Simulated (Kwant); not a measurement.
Device: wire with a row of barriers in a GaN two-dimensional gas. Effective mass 0.22 mₑ, grid spacing 3.3 nm, hard walls, nominal width 100 nm (31 grid rows, so walls 105.6 nm apart), one parabolic valley, scattering region 330 nm long along x; energies count from the band bottom; Fermi energy swept from 0.00013674 to 0.0016238 eV. 2 barrier(s) across the wire, height 0.012 eV, thickness 9.9 nm (about 3 grid columns), spaced by 19.8 nm.

Constants are typed, rounded textbook-type inputs, not results; the design itself was drawn at random and stands for no fabricated device.

Computed with Kwant: effective-mass tight-binding model on a square grid, one spin, coherent transport at 0 K. Conductance is in e²/h.

```csv
E (meV),A,B,C,D
0.1367,0,0,0,0
0.2209,4.3e-7,< 1e-12,2.7e-10,0.00069
0.3051,1.1e-6,< 1e-12,7.9e-10,0.0016
0.3986,2.1e-6,1.5e-12,1.8e-9,0.0025
0.4828,3.3e-6,3.1e-12,3.2e-9,0.0034
0.5669,4.9e-6,6.3e-12,5.6e-9,0.0044
0.6605,7.6e-6,1.3e-11,1.0e-8,0.0059
0.7446,1.1e-5,2.6e-11,1.7e-8,0.0077
0.8288,1.6e-5,5.1e-11,2.8e-8,0.0095
0.9223,2.2e-5,1.1e-10,4.8e-8,0.012
1.006,3.1e-5,2.1e-10,7.8e-8,0.013
1.091,4.2e-5,4.2e-10,1.3e-7,0.015
1.184,5.9e-5,9.3e-10,2.3e-7,0.018
1.268,8.0e-5,2.0e-9,3.8e-7,0.019
1.353,0.00011,4.4e-9,6.7e-7,0.021
1.446,0.00016,1.1e-8,1.3e-6,0.024
1.530,0.00022,2.8e-8,2.4e-6,0.027
1.624,0.00033,8.6e-8,5.1e-6,0.031
```

**Question.** Column A is the base. The others each differ by one change: number of barriers 2 → 1; number of barriers 2 → 3; number of barriers 2 → 4. Which is which?

**Answer.** B: number of barriers 2 → 4; C: number of barriers 2 → 3; D: number of barriers 2 → 1.
